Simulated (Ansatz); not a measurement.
**Converging the k-point mesh: a (001) slab of MoS2 (cut from a parent of space group no. 166; 9 atoms in the cell)**

```xyz
9
Lattice="3.2057 0.0000 0.0000 -1.6029 2.7762 0.0000 0.0000 0.0000 29.9363" Properties=species:S:1:pos:R:3 pbc="T T T"
Mo     0.0000     0.0000    21.3251
S      0.0000     1.8508    19.7140
S      0.0000     0.0000    16.5794
Mo     1.6029     0.9254     8.6112
S      0.0000     0.0000     7.0000
S      1.6029     0.9254    22.9363
Mo     0.0000     1.8508    14.9682
S      1.6029     0.9254    13.3570
S      0.0000     1.8508    10.2224
```

Method: PBEsol, default PAW files made with PBE (plane waves; Ansatz, a first-principles code).

Base settings: basis.ecutwfc = 420 eV; kpoints.mp_grid.grid = 11 11 1; hamiltonian.xc = pbesol; hamiltonian.pseudopotentials = {kind: paw} (the program's default PAW files); scf.occupations.method = fermi_dirac; scf.occupations.width = 0.1 eV.

Only quantities that move along the ladder and can be compared are tabulated.

The count of work is k-points × plane waves × bands × iterations; it is no time. 

The starting cell comes from a database of computed structures (which also holds hypothetical and non-ambient phases and stackings), without a prior relaxation at this level. The slab is cut from that crystal, and its faces are unrelaxed. Its lattice was rescaled by up to half a per cent. Spin polarisation is off.

```tsv
kpoints.mp_grid.grid	free energy less the last step's (meV/atom)	largest difference of a force vector from the last step's (eV/Å)	count of work / last
2 2 1	183.34	0.400	0.028
3 3 1	-21.15	0.574	0.033
4 4 1	37.33	0.250	0.050
5 5 1	7.94	0.064	0.055
6 6 1	-7.03	0.024	0.077
7 7 1	0.14	0.038	0.088
9 9 1	0.20	0.008	0.13
10 10 1	-1.53	0.010	0.15
11 11 1	-0.18	0.004	0.18
12 12 1	0.43	0.004	0.21
14 14 1	-0.26	0.002	0.26
16 16 1	0.10	0.002	0.33
19 19 1	0.00	0.000	0.44
22 22 1	-0.01	0.000	0.57
26 26 1	0.00	0.000	0.77
30 30 1	0.00	0.000	1.0
```

Coarsest kpoints.mp_grid.grid that holds the free energy within 1 meV/atom of the last step, with all finer ones: 11 11 1, at 0.18 of the last step's count of work; the step before is off by 1.5 meV/atom.

Coarsest kpoints.mp_grid.grid that holds the forces within 0.02 eV/Å of the last step, with all finer ones: 9 9 1, at 0.13 of the last step's count of work; the step before is off by 0.038 eV/Å.

Keys are those of Ansatz 0.2.
